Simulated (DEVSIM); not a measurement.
Device: abrupt Ge n-p junction, at 300 K.

| layer (left to right) | material | thickness (μm) | Nd (cm⁻³) | Na (cm⁻³) | τn (s) | τp (s) |
|---|---|---|---|---|---|---|
| 1 | Ge | 84.0 | 1.2e17 | - | 8.9e-6 | 8.9e-6 |
| 2 | Ge | 1.10 | - | 1.1e16 | 8.9e-6 | 8.9e-6 |

Left contact: ohmic. Right contact: ohmic. Voltage is applied to the left contact. Recombination: SRH at mid-gap, Auger. Mobility is constant in doping.

Constants are typed, rounded textbook-type inputs, not results; the design itself was drawn at random and stands for no fabricated device. Values at 300 K.

| parameter | Ge |
|---|---|
| gap (eV) | 0.664 |
| affinity (eV) | 4 |
| permittivity | 16 |
| Nc (cm⁻³) | 1.04e19 |
| Nv (cm⁻³) | 6e18 |
| μn (cm²/Vs) | 3900 |
| μp (cm²/Vs) | 1900 |
| Cn (cm⁶/s) | 1e-31 |
| Cp (cm⁶/s) | 1e-31 |

Simulated with DEVSIM: 1D drift-diffusion, Boltzmann statistics, complete ionisation; no tunnelling, impact ionisation, image-force lowering or self-heating.

Problem. Tabulate band edges, carrier densities and field at zero bias.

Solution. Energies count from the Fermi level of the right contact; mesh points crowd at the junctions.

```
x (μm)   Ec (eV)  Ev (eV)  n (cm⁻³)  p (cm⁻³)  field (V/cm)
-------  -------  -------  --------  --------  ------------
0.000      0.115   -0.549    1.2e17     3.6e9           ≈ 0
0.03736    0.115   -0.549    1.2e17     3.6e9           ≈ 0
0.1328     0.115   -0.549    1.2e17     3.6e9           ≈ 0
0.3769     0.115   -0.549    1.2e17     3.6e9           ≈ 0
1.396      0.115   -0.549    1.2e17     3.6e9           ≈ 0
3.605      0.115   -0.549    1.2e17     3.6e9           ≈ 0
9.252      0.115   -0.549    1.2e17     3.6e9           ≈ 0
32.83      0.115   -0.549    1.2e17     3.6e9           ≈ 0
62.15      0.115   -0.549    1.2e17     3.6e9           ≈ 0
75.46      0.115   -0.549    1.2e17     3.6e9           ≈ 0
80.67      0.115   -0.549    1.2e17     3.6e9           ≈ 0
83.08      0.115   -0.549    1.2e17     3.6e9           ≈ 0
83.65      0.115   -0.549    1.2e17     3.6e9           ≈ 0
83.88      0.115   -0.549    1.2e17     3.6e9           ≈ 0
83.98      0.133   -0.531    6.0e16     7.2e9         12000
84.01      0.195   -0.469    5.5e15    7.9e10         27000
84.06      0.312   -0.352    6.0e13    7.3e12         20000
84.18      0.468   -0.196    1.4e11    3.1e15          6000
84.63      0.501   -0.163    4.0e10    1.1e16           ≈ 0
84.92      0.501   -0.163    4.0e10    1.1e16           ≈ 0
85.04      0.501   -0.163    4.0e10    1.1e16           ≈ 0
85.10      0.501   -0.163    4.0e10    1.1e16           ≈ 0
```
